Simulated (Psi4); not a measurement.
Psi4 1.11, TPSS/def2-svp: V(NMe)(Cl)3 (C[N]=[V]([Cl])([Cl])[Cl]), 9 atoms. The geometry is a generated start, not checked to be a minimum at this level.

| Quantity | Result |
|---|---|
| task | energy |
| method | tpss |
| basis | def2-svp |
| memory | 3 GB |
| maxiter | 100 |
| keys of the molecule block | symmetry c1 |
| scf_type | df (default) |
| e_convergence | 1e-06 (default) |
| d_convergence | 1e-06 (default) |
| dft_radial_points | 75 (default) |
| dft_spherical_points | 302 (default) |
| basis functions | 128 |
| grid points | 193908 |

```xyz
9

V     -0.7682     0.5858     1.0295
N      0.0980    -0.0743    -0.1366
C      0.8555    -0.6521    -1.1480
H      0.5656    -0.2340    -2.1212
H      1.9220    -0.4528    -0.9778
H      0.6936    -1.7383    -1.1641
Cl    -0.0055    -0.0045     2.8191
Cl    -2.6963    -0.0368     0.8420
Cl    -0.6646     2.6071     0.8572
```

Charge 0 and multiplicity 1 are set for this test and not shown to be the ground state.

With the defaults (diis = true, scf_initial_accelerator = adiis, damping_percentage = 0, guess = auto, which took SAD, diis_start = 1, diis_max_vecs = 10) it converges in 13 SCF iterations. One run each on 2 threads, with these changes:
- diis_max_vecs = 3
- guess = sapgau
- guess = core
- guess = huckel
- guess = sadno
- diis = false, scf_initial_accelerator = none, damping_percentage = 60
- guess = sap
- diis_start = 4
- diis_max_vecs = 6

**Question.** Which of these changes keep the SCF from converging, or lead it to another solution?

**Answer.** No convergence: diis = false, scf_initial_accelerator = none, damping_percentage = 60 (the run ends without SCF convergence in 100 iterations). The rest reach the solution of the defaults.

| setting | SCF iterations | end |
|---|---|---|
| the defaults | 13 | same solution |
| guess = sapgau | 13 | same solution |
| guess = sadno | 14 | same solution |
| diis_max_vecs = 6 | 14 | same solution |
| guess = huckel | 15 | same solution |
| guess = core | 16 | same solution |
| guess = sap | 17 | same solution |
| diis_start = 4 | 22 | same solution |
| diis_max_vecs = 3 | 41 | same solution |
| diis = false, scf_initial_accelerator = none, damping_percentage = 60 | 100 | no convergence |

1 further run of the study ended by our limits or in an error and is left out.
